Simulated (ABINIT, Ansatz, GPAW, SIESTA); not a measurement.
## LiZn (Fd-3m, 4 atoms in the cell) computed with different codes at matched settings

Self-consistent single point.

```xyz
4
Lattice="0.0000 3.0318 3.0318 3.0318 0.0000 3.0318 3.0318 3.0318 0.0000" Properties=species:S:1:pos:R:3 pbc="T T T"
Li     1.5159     1.5159     1.5159
Li     0.0000     0.0000     0.0000
Zn     4.5477     4.5477     4.5477
Zn     3.0318     3.0318     3.0318
```

Shared settings, as Ansatz (a first-principles code) writes them: kpoints.mp_grid.grid = 8 8 8; scf.occupations.method = gaussian; scf.occupations.width = 0.05 eV. Potentials and cutoffs stand in the table.

```tsv
code	model	pressure (GPa)	cutoff
Ansatz	LDA (PW92), PAW files made with PBE	-3.20	default
ABINIT	LDA (PW92), PAW (JTH v2.0 LDA PAW)	-3.18	60 Ry
SIESTA	LDA PW92, numerical atomic orbitals DZP, PseudoDojo LDA standard norm-conserving potentials (rewritten from UPF to PSML)	-9.01	grid 300 Ry
GPAW	LDA (Perdew-Wang 92), GPAW PAW datasets LDA (gpaw-data 1.0.1)	-2.83	850 eV
```

The spread over the programs that give each value: pressure within 6.18 GPa.

SIESTA uses small atom-centred bases, whose incompleteness enters pressures, forces and empty levels differently from a plane-wave cutoff. Ansatz's pressure is given at a fixed set of plane waves, as the other plane-wave codes print theirs; with its correction for the finite basis it is -3.17 GPa. In the pressure, SIESTA (by 5.84) lies more than 1 GPa from the median of the plane-wave programs.

The starting cell comes from a database of computed structures (which also holds hypothetical and non-ambient phases and stackings), without a prior relaxation at this level.

Left out of this page: Elk (not drawn, or without a comparable value); FLEUR (with a known weakness of the program).

Keys are those of Ansatz 0.2.
